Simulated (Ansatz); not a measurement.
Results of PBEsol (Ansatz, an electronic-structure program, plane waves, PAW) for Ni(OH)2 (P-3m1, No. 164; cell taken from a computed entry).

Numerical settings: plane-wave cutoff 500 eV, 18×18×10 k mesh (along the axes of the cell as run), gaussian smearing 0.02 eV, spin-polarised start, scalar-relativistic PAW data made under PBE.

Cell (relaxed at this level):

```yaml
crystal:
  lattice:
    - [3.11915, 0.00000, 0.00000]
    - [-1.55957, 2.70126, 0.00000]
    - [0.00000, 0.00000, 4.38698]
  atoms:
    - { symbol: Ni, position: [0.00000, 0.00000, 0.00000] }
    - { symbol: H, position: [0.33333, 0.66667, 0.55243] }
    - { symbol: H, position: [0.66667, 0.33333, 0.44757] }
    - { symbol: O, position: [0.33333, 0.66667, 0.77565] }
    - { symbol: O, position: [0.66667, 0.33333, 0.22435] }
```

Problem. Predict the band gap.

Solution. 
- band gap: 0.93 eV (on the SCF k mesh)

Note: the magnetic order was assumed, not searched for or taken from measurement; a magnet's gap depends somewhat on the PAW data; the relaxation could not lower the start's symmetry, so the cell can be a saddle point above a distorted one.

Computed values are for the static lattice.

The result took roughly 5 core-minutes.
